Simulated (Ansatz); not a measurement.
```yaml
crystal:
  lattice:
    - [0.00000, 1.91446, 1.91446]
    - [1.91446, 0.00000, 1.91446]
    - [1.91446, 1.91446, 0.00000]
  atoms:
    - { symbol: Ir, position: [0.00000, 0.00000, 0.00000] }
```

Spin-orbit coupling is not included.

Task: What linear thermal expansion coefficient does quasi-harmonic approximation on PBEsol in Ansatz (a program for electronic structure) give at 900 K, and what isobaric heat capacity per mole of formula units and Grüneisen parameter?

Result: α = 8.0 × 10⁻⁶ K⁻¹; C_P = 28.4 J/(mol K); γ = 2.60. Whether this phase is the stable one at each condition was not tested.

The PAW data sets were generated under PBE and serve the other functionals too.
